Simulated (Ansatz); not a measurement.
Take Au in the fcc (Cu type) structure (space group Fm-3m, No. 225; a = 4.157 Å) as the base.

(Cell as relaxed with PBE.)

Levels (all Ansatz, a quantum-chemistry and plane-wave program, PAW, earlier PAW set): PBE (420 eV, no SOC); r2SCAN (500 eV, scalar-relativistic without spin-orbit coupling).

Each level relaxes its own structure.

```tsv
quantity	PBE	r2SCAN
volume per atom	17.96 Å³	?
lattice parameter a	4.157 Å	?
band gap	zero	?
```

Problem. What does r2SCAN give?

Solution. 
- volume per atom, r2SCAN: 17.53 Å³
- lattice parameter a, r2SCAN: 4.124 Å
- band gap, r2SCAN: zero

PBE's volume per atom lies 0.43 Å³ above r2SCAN's (2.4 %); PBE's lattice parameter a lies 0.033 Å above r2SCAN's (0.8 %); the two agree on the band gap. Neither level is exact; r2SCAN is the comparison here, not a measurement.

Stability against distortions was not tested.
